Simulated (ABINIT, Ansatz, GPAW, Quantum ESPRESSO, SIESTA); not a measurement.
## Sr2H3I (P-3m1, 6 atoms in the cell) computed with different codes at matched settings

Self-consistent single point.

```yaml
crystal:
  lattice:
    - [4.24273, 0.00000, 0.00000]
    - [-2.12136, 3.67431, 0.00000]
    - [0.00000, 0.00000, 7.68275]
  atoms:
    - { symbol: Sr, position: [0.66667, 0.33333, 0.67866] }
    - { symbol: Sr, position: [0.33333, 0.66667, 0.32134] }
    - { symbol: H, position: [0.00000, 0.00000, 0.50000] }
    - { symbol: H, position: [0.66667, 0.33333, 0.35725] }
    - { symbol: H, position: [0.33333, 0.66667, 0.64275] }
    - { symbol: I, position: [0.00000, 0.00000, 0.00000] }
```

Shared settings, as Ansatz (a program for electronic structure) writes them: kpoints.mp_grid.grid = 1 1 1; scf.occupations.method = fermi_dirac; scf.occupations.width = 0.0015 Ry. Potentials and cutoffs stand in the table.

```
code                                                                                                                                      model  pressure (GPa)  largest force (eV/Å)       cutoff
----------------  -----------------------------------------------------------------------------------------------------------------------------  --------------  --------------------  -----------
SIESTA            GGA PBEsol, numerical atomic orbitals DZP, PseudoDojo PBEsol standard norm-conserving potentials (rewritten from UPF to PSML)           13.36                 1.147  grid 300 Ry
Ansatz                                                                                                  PBEsol, default PAW files made with PBE            9.67                 0.973      default
GPAW                                                                                      PBEsol, GPAW PAW datasets PBEsol (made by gpaw-setup)            9.83                 0.978       850 eV
ABINIT                                                           PBEsol, norm-conserving pseudopotentials (PseudoDojo nc-sr-04 PBEsol standard)            9.73                 0.973        36 Ha
Quantum ESPRESSO                                                          PBEsol, PseudoDojo standard norm-conserving (PBESOL) pseudopotentials            9.73                 0.972        75 Ry
```

Size of the force on each atom (eV/Å): Sizes of forces hide their directions.

```
code                Sr1    Sr2     H3     H4     H5     I6
----------------  -----  -----  -----  -----  -----  -----
SIESTA            0.119  0.119  0.000  1.147  1.147  0.000
Ansatz            0.703  0.703  0.000  0.973  0.973  0.000
GPAW              0.690  0.690  0.000  0.978  0.978  0.000
ABINIT            0.702  0.702  0.000  0.973  0.973  0.000
Quantum ESPRESSO  0.702  0.702  0.000  0.972  0.972  0.000
```

On Ansatz's run: spin-orbit coupling is off.

The spread over the programs that give each value: pressure within 3.69 GPa; largest force within 0.175 eV/Å.

SIESTA uses small atom-centred bases, whose incompleteness enters pressures, forces and empty levels differently from a plane-wave cutoff. Ansatz's pressure is given at a fixed set of plane waves, as the other plane-wave codes print theirs; with its correction for the finite basis it is 9.72 GPa. In the pressure, SIESTA (by 3.63) lies more than 1 GPa from the median of the plane-wave programs. In the force vectors, SIESTA (by 0.583) lies more than 0.08 eV/Å from the median of the plane-wave programs.

On the base mesh (6 6 3) the same programs gave: Ansatz pressure -1.80 GPa, gap on the mesh 2.021 eV; Quantum ESPRESSO pressure -1.77 GPa; ABINIT pressure -1.78 GPa; GPAW pressure -1.52 GPa; SIESTA pressure 2.11 GPa.

The values differ from the base mesh's, so the mesh still matters here: the table compares the programs at equal settings.

The starting cell comes from a database of computed structures (which also holds hypothetical and non-ambient phases and stackings), without a prior relaxation at this level.

Left out of this page: CP2K (on another mesh); FLEUR (not drawn, or without a comparable value).

Keys are those of Ansatz 0.2.
